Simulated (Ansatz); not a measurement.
BeTe: strain tensor (xx, yy, zz, yz, xz, xy) = (+0.58, −0.17, −2.41, −0.21, −0.02, −0.14) %

Base system: BeTe in the zinc blende structure (space group F-43m, No. 216; a = 5.657 Å). Axes: x, y, z lie along the cube axes.

Now apply this change: strain tensor (xx, yy, zz, yz, xz, xy) = (+0.58, −0.17, −2.41, −0.21, −0.02, −0.14) %; the atoms relax in the strained cell.

Level of theory: r2SCAN (Ansatz, a quantum-chemistry and plane-wave program; PAW; 500 eV plane waves; no spin-orbit coupling). Γ-centred 10×10×10 mesh, Fermi–Dirac width 0.05 eV.

```tsv
quantity	base	changed	shift
volume per atom	22.63 Å³	22.17 Å³	-0.46 Å³
space group	F-43m (No. 216)	P1 (No. 1)	–
energy relative to the base (free energy F)	0 meV/atom	+4.0 meV/atom	+4.0 meV/atom
pressure (mean of the normal stresses, compression positive)	0.00 GPa	1.26 GPa	+1.251 GPa
band gap	2.38 eV	2.10 eV	-0.272 eV
gap character	–	indirect, Γ → V	–
valence-band top at Γ (three highest levels, from the VBM)	0.00, 0.00, 0.00 eV	0.00, -0.12, -0.17 eV	–
valley order (the lowest conduction-band minima on the path, energy above the VBM, named in the base's zone)	X along ⟨100⟩ 2.38 eV; L along ⟨111⟩ 3.51 eV	X along [001] 2.10 eV; X along [010] 2.27 eV; X along [100] 2.32 eV; L along [111] 3.41 eV	–
stress (xx, yy, zz, yz, xz, xy; compression positive)	–	(0.45, 0.98, 2.33, 0.24, 0.02, 0.14) GPa	–
```

Cost of the whole job for the changed cell (relaxation, final SCF and bands): roughly 4 core-minutes.

Spin-orbit coupling, missing from the scalar runs, can matter with Te. Whether these cells are dynamically stable was not tested. k-point labels follow each cell's own Brillouin zone.
